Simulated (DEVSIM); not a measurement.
System: illuminated Si n-on-p cell, one wavelength, with a back-surface field, at 250 K.

Layer 1 from the left is Si, thickness (μm) 0.270, Nd (cm⁻³) 1e19, τn (s) 3e-7, τp (s) 1.6e-7, absorption coefficient (cm⁻¹) 96000. Layer 2 from the left is Si, thickness (μm) 120, Na (cm⁻³) 1.7e17, τn (s) 1.5e-5, τp (s) 1.5e-5, absorption coefficient (cm⁻¹) 96000. Layer 3 from the left is Si, thickness (μm) 1.10, Na (cm⁻³) 2e18, τn (s) 1.5e-5, τp (s) 1.5e-5, absorption coefficient (cm⁻¹) 96000.

Left contact: ohmic, minority hole recombination velocity 4000 cm/s. Right contact: ohmic, minority electron recombination velocity 3e5 cm/s. Voltage is applied to the left contact. Recombination: SRH at mid-gap, radiative, Auger. Light enters at the left, 7.9e17 photons cm⁻² s⁻¹, one pass, no reflection. Mobility is constant in doping.

The device is made up for the run: typed textbook-type constants, with dimensions and the other settings drawn at random. Values at 300 K; Nc and Nv go as T^1.5, mobilities as T to minus their exponent, the gap by Varshni's rule with the affinity fixed.

Si: gap (eV) 1.124, affinity (eV) 4.05, permittivity 11.7, Nc (cm⁻³) 2.86e19, Nv (cm⁻³) 3.1e19, μn (cm²/Vs) 1417, μp (cm²/Vs) 470, T exponent of μn 2.3, T exponent of μp 2.2, B (cm³/s) 4.7e-15, Cn (cm⁶/s) 2.8e-31, Cp (cm⁶/s) 9.9e-32, Varshni α (eV/K) 0.000473, Varshni β (K) 636.

DEVSIM, 1D drift-diffusion, Boltzmann statistics, complete ionisation; no tunnelling, impact ionisation, image-force lowering or self-heating.

Q: What does the simulation give for the open-circuit voltage, the potential step across the device at zero bias, the short-circuit current, the dark forward voltage at 100 A/cm²?

A: open-circuit voltage 0.782 V; potential step across the device at zero bias 1.066 V; short-circuit current 125 mA/cm²; dark forward voltage at 100 A/cm² 0.938 V.
